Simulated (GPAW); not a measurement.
Band structure of Fe (Im-3m, 1 atom in the cell).

```
CELL_PARAMETERS angstrom
     -1.43500     1.43500     1.43500
      1.43500    -1.43500     1.43500
      1.43500     1.43500    -1.43500
ATOMIC_POSITIONS crystal
  Fe 0.00000 0.00000 0.00000
```
Moments meant for the start (each program seeds them in its own way; μB, in the order of the atoms Fe): 2.5.

Method: PBE, GPAW PAW datasets PBE (gpaw-data 1.0.1) (plane waves; GPAW 25.7.0).

Settings: spinpol = true; mode = pw; ecut = 800 eV; xc = PBE; kpts = 11 11 11; mesh shift (steps) = 0 0 0; occupations.name = fermi-dirac; occupations.width = 0.1 eV; nbands = -5; convergence.forces = 0.001 eV/Å; symmetry.symmorphic = false; symmetry.tolerance = 0.0005; maxiter = 150; bandpath_npoints = 40.

The starting cell has typed, rounded lattice constants, without a prior relaxation at this level. With one magnetic atom in the cell only a parallel order is possible.

Levels in eV from the Fermi level, bands 2 to 9 of the first spin channel:
```csv
point,2,3,4,5,6,7,8,9
Γ,-2.22,-2.22,-2.22,-1.08,-1.08,24.55,24.55,24.55
H,-4.62,0.08,0.08,0.08,9.57,9.57,9.57,15.22
N,-3.24,-1.02,-0.90,0.34,0.44,7.01,17.92,19.44
P,-3.11,-3.11,-0.87,-0.87,8.35,8.35,8.35,10.28
```

Bands cross the Fermi level along this path, so the cell is metallic at this level.

The net moment of the cell came out as 2.25 μB.
